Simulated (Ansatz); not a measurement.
Data:

```yaml
crystal:
  lattice:
    - [4.33020, 0.00000, 0.00000]
    - [-2.16510, 3.75006, 0.00000]
    - [0.00000, 0.00000, 7.06852]
  atoms:
    - { symbol: Cd, position: [0.33333, 0.66667, 0.00013] }
    - { symbol: Cd, position: [0.66667, 0.33333, 0.50013] }
    - { symbol: Se, position: [0.33333, 0.66667, 0.37587] }
    - { symbol: Se, position: [0.66667, 0.33333, 0.87587] }
```

No spin polarisation.

Calculations: PBE in Ansatz (plane waves to 420 eV, PAW, no spin-orbit coupling). Γ-centred 9×9×5 mesh, Fermi–Dirac width 0.05 eV.

Problem. What valence-band top at Γ (three highest levels, from the VBM) does the calculation give?

Solution. 0.00, 0.00, -0.05 eV.

Problem. What pressure (mean of the normal stresses, compression positive) does the calculation give?

Solution. 1.76 GPa.

Problem. What is the computed band gap?

Solution. 0.62 eV.

The cells carry an imposed strain or load. No phonon test of stability was made. The cell was made from CdSe in the wurtzite structure (space group P6_3mc, No. 186) by this change: isotropic strain −1.20 %.

Ansatz is an electronic-structure program.
